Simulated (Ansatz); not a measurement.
The starting structures come from a database of crystals and need not be the phases stable at ambient conditions.

Input:

```xyz
8
Lattice="4.2095 0.0000 0.0000 0.0000 4.2095 0.0000 2.1048 -2.1048 5.3063" Properties=species:S:1:pos:R:3 pbc="T T T"
Li     2.1048     0.0000     2.6532
Li     0.0000     0.0000     0.0000
Au     2.1048     2.1048     0.0000
Au     4.2095     2.1048     2.6532
O      5.2826     1.0524     3.9797
O      3.1571     3.1779     1.3266
O      3.1364    -1.0524     3.9797
O      1.0524     1.0316     1.3266
```

Space group of this cell: I4_122. The cell is taken as given; by PBEsol its mean pressure is -1.4 GPa.

Transport runs along the normal of the first two printed cell vectors, the (001) plane of the conventional cell.

No gap correction and no spin-orbit coupling; mid-gap values are interpolated between computed energies.

**Question.** State the band gap and the smallest decay constant κ at mid-gap according to PBEsol (Ansatz, a first-principles code).

**Answer.** Gap 1.65 eV on a 8×8×8 mesh; κ = 0.254 1/Å, at (0.250, 0.000) of the in-plane reciprocal vectors. At the zone centre, at the nearest computed energy, the slowest state has κ = 0.27 1/Å.
